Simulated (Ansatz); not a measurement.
O on the 1x1 (110) surface of bcc Ta, one in a 1x1 cell, energies for each (7.8 Å²). Energies are against ½ O2(g), without zero-point or thermal terms; each row is named by its start.

Computed with PBE (plane waves to 420 eV, PAW; Ansatz, an electronic-structure program).

Set-up: 5 atoms, 6.8 Å thick at the start under the adsorbate (thin: gaps and levels are the slab's own); mesh 10x10x1; 0.1 eV smearing; dipole correction on; 2 atoms held, the rest relaxed; each run with such symmetry as its start has; spin where the adsorbate may keep a moment, no spin-orbit, no U, no dispersion correction.

A negative adsorption energy means that the adsorbate is more stable on the surface than in its reference. Heights count from the host atoms within 0.3 Å of the top one.

```
starting site              E_ads (eV)  height (Å)  nearest host atom (Å)  bonded to  Δ work function (eV)  lateral drift (Å)  moment (μB)
-------------------------  ----------  ----------  ---------------------  ---------  --------------------  -----------------  -----------
top Ta                     (withheld)        1.72                Ta 1.72         Ta                  3.77                0.0          0.0
hollow Ta-Ta-Ta                 -4.41        1.08                Ta 2.06       3 Ta                  0.89                0.3            –
bridge Ta-Ta (span 2.9 Å)       -4.00        1.27                Ta 1.92       2 Ta            (withheld)                0.0            –
bridge Ta-Ta (span 3.3 Å)  (withheld)        1.11                Ta 1.99       4 Ta            (withheld)                0.0            –
```

Question: Complete the blanks.

Answer: 
- top Ta, E_ads (eV): -2.42
- bridge Ta-Ta (span 2.9 Å), Δ work function (eV): 1.27
- bridge Ta-Ta (span 3.3 Å), E_ads (eV): -3.99
- bridge Ta-Ta (span 3.3 Å), Δ work function (eV): 0.78
